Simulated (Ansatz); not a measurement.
AlN (model structure, started from the BeO type, P4₂/mnm, No. 136, 8 atoms in the cell), treated with r²SCAN+rVV10 (plane waves, PAW; Ansatz, an electronic-structure program).

Run with plane-wave cutoff 560 eV, 6×6×12 k mesh (along the axes of the cell as run), Fermi–Dirac smearing 0.01 eV, scalar-relativistic PAW data made under PBE.

Cell (relaxed at this level):

```cif
data_Al4N4
_chemical_formula_sum 'Al4 N4'
_space_group_name_H-M_alt 'P 1'
_space_group_IT_number 1
_cell_length_a 5.27697
_cell_length_b 5.27697
_cell_length_c 3.09824
_cell_angle_alpha 90.000
_cell_angle_beta 90.000
_cell_angle_gamma 90.000
loop_
_space_group_symop_operation_xyz
  'x, y, z'
loop_
_atom_site_label
_atom_site_type_symbol
_atom_site_fract_x
_atom_site_fract_y
_atom_site_fract_z
_atom_site_occupancy
Al1 Al 0.32313 0.67687 0.00000 1
Al2 Al 0.67687 0.32313 0.00000 1
Al3 Al 0.82313 0.82313 0.50000 1
Al4 Al 0.17687 0.17687 0.50000 1
N1 N 0.31504 0.31504 0.00000 1
N2 N 0.68496 0.68496 0.00000 1
N3 N 0.18496 0.81504 0.50000 1
N4 N 0.81504 0.18496 0.50000 1
```

Task: Give the computed band gap and smallest direct gap on the k points sampled.

Result: 
band gap: 4.46 eV
smallest direct gap on the k points sampled: 4.47 eV

Note: the relaxation could raise the start's symmetry but not lower it, so the cell can be a saddle point.

The computed numbers hold no vibrational or temperature effects.

Computing time: roughly 40 core-seconds.

A model structure was made by putting elements into a prototype or built by hand; it is no filed structure, need not be a known phase, and can be a saddle point held by its symmetry.
